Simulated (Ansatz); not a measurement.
The reference is BeS in the zinc blende structure (space group F-43m, No. 216; a = 4.869 Å).

The values are results of r2SCAN, PAW, 500 eV (Ansatz, a first-principles code; spin-orbit coupling left out), not measurements.

Strains are applied to the cell and any free atomic positions relax.

One change was made to it. Results:

```csv
quantity,base,after
width of the top valence band,3.35 eV,3.82 eV
pressure,0.00 GPa,10.56 GPa
"hole mass (degenerate bands, along [100])","0.34, 0.57, 0.57 mₑ (at Γ)","0.35, 0.51, 0.51 mₑ (at Γ)"
band gap,3.59 eV,3.37 eV
```

Q: Which of these changes matches the shifts?
A. isotropic strain −1.50 %
B. isotropic strain −3.00 %
C. isotropic strain −1.00 %
D. isotropic strain −2.00 %

A: B, isotropic strain −3.00 %. For comparison, the band gap in the other runs: isotropic strain −1.00 % gives 3.52 eV; isotropic strain −2.00 % gives 3.45 eV; isotropic strain −1.50 % gives 3.48 eV.

Effective masses come from finite differences of ±0.01 Å⁻¹. No phonon test of stability was made.
